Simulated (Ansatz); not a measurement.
**Fluorite PbF₂ (high-temperature phase): band gap by level of theory**

No measured value is used here.

| level (code) | value (eV) |
|---|---|
| LDA+SOC (Ansatz) | ? |
| PBEsol+SOC (Ansatz) | 3.94 (indirect) |
| r²SCAN0 (Ansatz) | 6.82 |

Task: Some entries are withheld; supply them.

Result: 
- LDA+SOC (Ansatz, a first-principles code), value (eV): 3.89 (indirect)

Computed values are for a static lattice. Levels without +SOC have no spin–orbit coupling; where heavier elements are present it shifts gaps, mostly down, and can invert bands.  Values are at the measured cell. K meshes differ between the levels. Ansatz's density-functional and Hartree–Fock values are scalar-relativistic unless marked +SOC, with PAW data made under PBE.
